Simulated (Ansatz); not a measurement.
## One Al atom on a Si site, 4x4x4 cubic cells, neutral, without spin

Cell 21.88 × 21.88 × 21.88 Å, AlSi511, 512 atoms. 

Calculation: PBE, support functions at accuracy medium on the grid of 420 eV (PAW; Ansatz, an electronic-structure program).

Basis: localised support functions (accuracy medium) on a full density matrix. k-points: zone centre alone; occupations: Fermi-Dirac, 0.0050 eV; spin polarisation not allowed. Spin-orbit coupling is left out.

| Property | Result |
|---|---|
| electronic character of the cell | no gap resolved at this smearing |
| coordination (neighbours within 2.842 Å) | 100.0 % 4-fold |
| Al-Si bonds, mean ± spread | 2.428 ± 0.000 Å |
| Si-Si bonds, mean ± spread | 2.368 ± 0.002 Å |
| bond angles, mean ± spread | 109.5° ± 0.2° |
| pressure | 0.08 GPa |
| cost of the final run | roughly 24 core-minutes, 13 SCF iterations, 10 GiB |
